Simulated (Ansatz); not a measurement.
We consider HgTe (P3₁21, No. 152, 6 atoms in the cell; start mp-358; a measured phase of this formula has another space group), described by r²SCAN-D4 in Ansatz (plane waves, PAW).

Numerical settings: plane-wave cutoff 500 eV, 12×12×4 k mesh (along the axes of the cell as run), gaussian smearing 0.02 eV, scalar-relativistic PAW data made under PBE.

Cell (relaxed at this level):

```
CELL_PARAMETERS angstrom
      4.59641     0.00000     0.00000
     -2.29821     3.98061     0.00000
      0.00000     0.00000    10.31768
ATOMIC_POSITIONS crystal
  Hg 0.32878 0.32878 0.00000
  Hg 0.67122 0.00000 0.33333
  Hg 0.00000 0.67122 0.66667
  Te 0.47633 0.47633 0.50000
  Te 0.52367 0.00000 0.83333
  Te 0.00000 0.52367 0.16667
```

Give the computed band gap.


- band gap: 0.77 eV (on the SCF k mesh)

Note: the relaxation could not lower the start's symmetry, so the cell can be a saddle point above a distorted one.

Spin–orbit coupling is not included; with these elements it can move the gap by several tenths of an eV or more.

The computed numbers hold no vibrational or temperature effects.

A start named mp-… is a Materials Project structure, which need not be a measured phase.

Ansatz is an electronic-structure program.
